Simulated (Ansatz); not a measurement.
# How well does each level of theory give the band gap of NiCl₂ (R-3m, No. 166)?

Reference value: 4.7 eV (measured, 100 K, zero-point motion not removed, photoconductivity gap, single crystal; the page drops the formulas, order Cl, Br, I taken from the sentence be; as tabulated in Ronda et al. (1987), doi:10.1103/physrevb.35.4038).

| level (code) | value (eV) | cell (Å³/atom) | difference (eV) |
|---|---|---|---|
| LDA (Ansatz) | 0.47 | 18.14 | -4.23 |
| PBEsol (Ansatz) | 0.88 | 20.79 | -3.82 |
| r²SCAN (Ansatz) | 2.28 | 20.87 | -2.42 |
| r²SCAN-D4 (Ansatz) | 2.24 | 19.94 | -2.46 |
| r²SCAN+rVV10 (Ansatz) | 2.22 | 19.69 | -2.48 |
| HSE06 (Ansatz) | 4.17 | 20.87 | -0.53 |
| PBE0 (Ansatz) | 4.94 | 20.87 | +0.24 |

Once the reference is moved by up to 0.33 eV (a margin picked here for doubts on the reference and the settings, and for temperature and zero-point motion) and values within 0.03 eV count as equal, the nearest can be PBE0 (+0.24 eV) or HSE06 (-0.53 eV). Among them LDA (-4.23 eV) misses by most. Within 1 eV: HSE06, PBE0.

Semilocal Kohn–Sham gaps run low as a rule, and all computed gaps are for a static lattice, while measured ones hold electron–phonon shifts unless said otherwise.  Spin-polarised start: HSE06, LDA, PBE0, PBEsol, r²SCAN, r²SCAN+rVV10, r²SCAN-D4. LDA, PBEsol, r²SCAN, r²SCAN-D4, r²SCAN+rVV10, HSE06, PBE0: the magnetic order was assumed, not searched for or taken from measurement. LDA, PBEsol, r²SCAN, r²SCAN-D4, r²SCAN+rVV10, HSE06, PBE0: a magnet's gap depends somewhat on the PAW data. LDA, PBEsol, r²SCAN, r²SCAN-D4, r²SCAN+rVV10, HSE06, PBE0: the gap is read on the k mesh or supercell of the run alone and can be too large. LDA: LDA has no dispersion term either, though it tends to give short spacings of layers, chains or molecules. PBEsol, r²SCAN, HSE06, PBE0: the cell comes from a level without a dispersion term, which matters for the spacing of layers, chains or molecules. Values are at the level's own relaxed cell; HSE06 at the r²SCAN cell; PBE0 at the r²SCAN cell. K meshes differ between the levels. Ansatz's density-functional and Hartree–Fock values are scalar-relativistic unless marked +SOC, with PAW data made under PBE.

Differences are worked out from the printed values.

Ansatz is a program for electronic structure.
